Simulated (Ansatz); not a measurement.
Gap of a (11,11) blue phosphorus nanotube at several levels, all on one geometry.

Levels: PBE (plane waves to 420 eV, PAW; Ansatz, a program for electronic structure); r2SCAN (plane waves to 500 eV, PAW; Ansatz); Ansatz with HSE06. Unmarked values and the geometry are of the first. Mesh 1×1×10. No spin polarisation. One-dimensional cell, images about 11 Å apart. A hypothetical model, rolled from the flat sheet. It keeps the symmetry and period of its start, so it need not be a minimum against all distortions. HSE06 ran on a 1×1×6 mesh and at PBE's edge points.

```csv
level,gap (eV)
PBE,1.91
r2SCAN,…
HSE06,2.71
```

Question: Some entries are withheld; supply them.

Answer: 
- r2SCAN, gap (eV): 2.19
